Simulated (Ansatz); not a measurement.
Results of LDA in Ansatz (PAW) for InSbO₄ (model structure, started from the BPO4 type, I-4, No. 82, 6 atoms in the cell).

Input file:

Ansatz 0.2 input:
```yaml
crystal:
  lattice:
    - [-2.9294685392, 2.9294685392, 3.882851329]
    - [2.9294685392, -2.9294685392, 3.882851329]
    - [2.9294685392, 2.9294685392, -3.882851329]
  atoms:
    - { symbol: In, position: [0.25, 0.75, 0.5] }
    - { symbol: Sb, position: [0.0, 0.0, 0.0] }
    - { symbol: O, position: [0.2757325892, 0.3572624394, 0.3784116328] }
    - { symbol: O, position: [0.6427375606, 0.0211491934, 0.9184701498] }
    - { symbol: O, position: [0.9788508066, 0.8973209564, 0.6215883672] }
    - { symbol: O, position: [0.1026790436, 0.7242674108, 0.0815298502] }
basis:
  ecutwfc: 520
  ecutrho_ratio: 4
  xc_grid: 2
kpoints:
  mp_grid: { grid: [8, 8, 8] }
  band_path:
    path:
      - [0.0, 0.0, 0.0]
      - [0.0, 0.0, 0.071429]
      - [0.0, 0.0, 0.142857]
      - [0.0, 0.0, 0.214286]
      - [0.0, 0.0, 0.285714]
      - [0.0, 0.0, 0.357143]
      - [0.0, 0.0, 0.428571]
      - [0.0, 0.0, 0.5]
      - [0.083333, 0.083333, 0.416667]
      - [0.166667, 0.166667, 0.333333]
      - [0.25, 0.25, 0.25]
      - [0.1875, 0.3125, 0.1875]
      - [0.125, 0.375, 0.125]
      - [0.0625, 0.4375, 0.0625]
      - [0.0, 0.5, 0.0]
      - [0.0, 0.416667, 0.0]
      - [0.0, 0.333333, 0.0]
      - [0.0, 0.25, 0.0]
      - [0.0, 0.166667, 0.0]
      - [0.0, 0.083333, 0.0]
      - [0.071429, 0.071429, -0.071429]
      - [0.142857, 0.142857, -0.142857]
      - [0.214286, 0.214286, -0.214286]
      - [0.285714, 0.285714, -0.285714]
      - [0.357143, 0.357143, -0.357143]
      - [0.428571, 0.428571, -0.428571]
      - [0.5, 0.5, -0.5]
      - [0.392304, 0.607696, -0.392304]
      - [-0.392304, 0.392304, 0.392304]
      - [-0.343266, 0.343266, 0.343266]
      - [-0.294228, 0.294228, 0.294228]
      - [-0.24519, 0.24519, 0.24519]
      - [-0.196152, 0.196152, 0.196152]
      - [-0.147114, 0.147114, 0.147114]
      - [-0.098076, 0.098076, 0.098076]
      - [-0.049038, 0.049038, 0.049038]
      - [-0.094869, 0.094869, 0.5]
      - [-0.189738, 0.189738, 0.5]
      - [-0.284607, 0.284607, 0.5]
      - [0.5, 0.5, -0.284607]
      - [0.5, 0.5, -0.392304]
    npoints: 1
hamiltonian:
  xc: lda
  dispersion: none
  pseudopotentials: { kind: paw }
scf:
  occupations: { method: fermi_dirac, width: 0.01 }
  convergence: { dr2_threshold: 0.0000000006 }
output:
  forces: true
  stress: true
  eigenvalues: true
  write_bands: true
```

Excerpt of the program's output:

```
Crystal: 6 atoms, lattice volume = 133.287 Å³
Basis set: ecut = 520 eV, 3623 PW (Γ), exchange–correlation on 90×90×90 points (8 copies of the dense FFT grid, shifted against one another)
Bands: 32, of which v1, the nominal top of the filled ones, is band 26 counted from 1 (25 counted from 0)
Symmetry: 4 space group operations
Space group: I-4 (ITA 82), of the structure as read, at distance tolerance 5.1e-5 Å
k-points: 78 of 512 (time reversal used)
Functional: x = slater, c = lda
SCF iter   1: F=—  HF=-14010.533647 eV  |F-HF|=—  |Δ(HF+E_count)|=         —  Δρ=1.42e-2  dr2=2.50e-1
SCF iter   2: F=—  HF=-14010.472397 eV  |F-HF|=—  |Δ(HF+E_count)|=   6.12e-2  Δρ=5.11e-3  dr2=1.49e-2
  ...
SCF iter   8: F=—  HF=-14010.467334 eV  |F-HF|=—  |Δ(HF+E_count)|=   3.11e-8  Δρ=1.46e-6  dr2=4.55e-9
SCF iter   9: F=-14010.467334 eV  HF=-14010.467334 eV  |F-HF|=2.53e-10  |Δ(HF+E_count)|=   3.64e-9  Δρ=3.33e-7  dr2=2.56e-10
SCF 1 converged in 9 iterations: F = -14010.467334 eV  dr2 = 2.56e-10
SCF converged after 9 iterations
Free energy (F): -14010.467334 eV
Internal energy: -14010.467334 eV  (E = F + TS)
E sigma→0 (E₀):  -14010.467334 eV
Fermi energy:    1.761659 eV
--- Forces (eV/Å), atoms counted from 1 ---
  atom   1  In     0.00000000    -0.00000000     0.00000000
  atom   2  Sb    -0.00000000     0.00000000     0.00000000
  atom   3  O     -0.01397259    -0.27538623    -0.03952633
  atom   4  O     -0.27538623     0.01397259     0.03952633
  atom   5  O      0.01397259     0.27538623    -0.03952633
  atom   6  O      0.27538623    -0.01397259     0.03952633
--- Stress (GPa, compression-positive) ---
       -2.713586      -0.000000       0.000000
        0.000000      -2.713586       0.000000
        0.000000       0.000000      -2.086063
  P = ⅓ Tr σ = -2.5044 GPa (-25.044 kbar)
```

The PAW data were made under PBE.

Note: the relaxation could raise the start's symmetry but not lower it, so the cell can be a saddle point. Note: cell and atoms aren't relaxed at this level (largest force component 0.28 eV/Å, pressure -2.5 GPa).

The result took around 70 core-seconds (rough).

A model structure was made by putting elements into a prototype or built by hand; it is no filed structure, need not be a known phase, and can be a saddle point held by its symmetry.

Ansatz is a program for electronic structure.
